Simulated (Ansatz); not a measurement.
Amorphous Hf$_{18}$O$_{39}$La$_{2}$

A CHGNet melt-quench gave the starting glass, which DFT then relaxed. O atoms were pushed apart under 1.9 Å during the dynamics, to hinder bonds among them. The hot cell started wider than the set density and was brought back towards it in steps. It is the lowest in DFT energy of 2 quenches. It is a model cell: composition and starting density were chosen by hand, and all elements were melted together. No dispersion term was used.

Methods: PBE, scalar-relativistic without spin-orbit coupling (Ansatz, a program for electronic structure); r2SCAN, scalar-relativistic without spin-orbit coupling (Ansatz); HSE06, scalar-relativistic without spin-orbit coupling (Ansatz). Geometry, pressure, stress and energy are those of the PBE run. Its sampling: a 2×2×2 Γ-centred mesh; Fermi-Dirac width 0.02 eV; no spin polarisation. Other functionals are single points at the zone centre (r2SCAN at 500 eV; exact exchange cut at the cell's faces), free to take moments where seeds were set. At PBE the levels at the filled edge of the gap are localised (band-tail or defect states).

- Number of atoms in the cell = 59
- Density (volume relaxed, without dispersion) = 8.73 g/cm³
- Volume per atom = 13.27 Å^3
- Pressure on a 2×2×2 Γ-centred mesh = 0.03 GPa
- Largest force and stress component on that mesh (the relaxation ran on the zone centre alone) = 0.11 eV/Å and 3.5 GPa
- Energy relative to HfO2 (P2_1/c) + hexagonal La2O3 (lowest mix at this level among the phases computed, not always the ambient ones) = 15.0 kJ/mol of atoms
- Level gap on a 2×2×2 Γ-centred mesh (PBE) = 3.64 eV
- Level gap at the zone centre (PBE) = 3.72 eV
- Level gap at the zone centre (r2SCAN) = 4.17 eV
- Level gap at the zone centre (HSE06) = 5.25 eV

Bonds are counted up to Hf-Hf 3.34 Å, Hf-O 2.76 Å, Hf-La 3.65 Å, O-O 1.58 Å, O-La 3.00 Å, La-La 3.96 Å. Two cations that share two anions don't count as bonded, nor two that share one unless they lie closer than Hf-Hf 3.25 Å, Hf-La 3.55 Å, La-La 3.85 Å.

```json
{
  "Mean coordination of Hf by anions": "6.33 (1 with 5, 10 with 6, 7 with 7)",
  "Mean coordination of O": "3.28 (1 with 2, 26 with 3, 12 with 4)",
  "Mean coordination of La by anions": "7.00 (1 with 6, 1 with 8)",
  "Mean Hf-O bond": "2.148 Å (spread 0.128 Å, 114 counted)",
  "Mean O-La bond": "2.553 Å (spread 0.190 Å, 14 counted)"
}
```

Its density started from a set value of 8.75 g/cm³. The quench (nominally 380 K/ps over its main leg) was far faster than any real one, so the model tends to hold more defects than a real film. A cell of this size samples the disorder only roughly. The volume was free in the relaxation, at fixed shape. Stress components on the final sampling reach 3.5 GPa.
